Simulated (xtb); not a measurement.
xtb 6.7.1, GFN2-xTB: Co(F)(amdMe)(dme) (CC1[N](C)[Co]2([F])(<-[N]=1C)<-[O](C)CC[O]->2C), charge 0, multiplicity 4, 33 atoms. The geometry is a generated start, not checked to be a minimum at this level.

| Item | Value |
|---|---|
| method | GFN2-xTB |
| --acc | 1 (default) |
| --etemp (K) | 300 (default) |
| detailed input (--input) | none: ANC optimiser, Lindh (1995) Hessian, microcycle=20, maxdispl=1.0, hlow=0.01 (default) |
| basis functions | 81 |
| valence electrons | 89 |

Charge 0 and multiplicity 4 are set for this test and not shown to be the ground state. GFN-xTB has no spin term: --uhf 3 sets the occupations alone.

The structure is relaxed from this start with --opt LEVEL for the levels crude, sloppy, loose, lax, normal, tight, vtight, extreme, once each. Up to the end of the extreme run atoms move by at most 0.33 Å along an axis.

Question: Choose the cheapest level whose final energy lies within 5 meV of that of extreme.

Answer: normal: 17 cycles against 44, ending 0.66 meV above.

```json
[
 {"level": "crude", "cycles": "1", "energy above the extreme run (meV)": "8.2", "gradient norm (eV/Å)": "0.099"},
 {"level": "sloppy", "cycles": "1", "energy above the extreme run (meV)": "8.2", "gradient norm (eV/Å)": "0.099"},
 {"level": "loose", "cycles": "1", "energy above the extreme run (meV)": "8.2", "gradient norm (eV/Å)": "0.099"},
 {"level": "lax", "cycles": "1", "energy above the extreme run (meV)": "8.2", "gradient norm (eV/Å)": "0.099"},
 {"level": "normal", "cycles": "17", "energy above the extreme run (meV)": "0.66", "gradient norm (eV/Å)": "0.024"},
 {"level": "tight", "cycles": "22", "energy above the extreme run (meV)": "0.32", "gradient norm (eV/Å)": "0.0096"},
 {"level": "vtight", "cycles": "44", "energy above the extreme run (meV)": "under 0.01", "gradient norm (eV/Å)": "0.0015"},
 {"level": "extreme", "cycles": "44", "energy above the extreme run (meV)": "—", "gradient norm (eV/Å)": "0.0015"}
]
```
